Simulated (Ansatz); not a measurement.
**BBi (model structure, from the zincblende type, F-43m, No. 216): lattice constant a by level of theory**

No measured value is used here.

| level (code) | value (Å) |
|---|---|
| PBE (Ansatz) | 5.523 |
| PBEsol (Ansatz) | 5.456 |
| PBE-D3(BJ) (Ansatz) | 5.463 |
| r²SCAN (Ansatz) | 5.491 |

Density-functional levels without +SOC have no spin–orbit coupling. Ansatz's density-functional and Hartree–Fock values are scalar-relativistic unless marked +SOC, with PAW data made under PBE.

A model structure was made by putting elements into a prototype or built by hand; it is no filed structure, need not be a known phase, and can be a saddle point held by its symmetry.

Ansatz is a first-principles code.
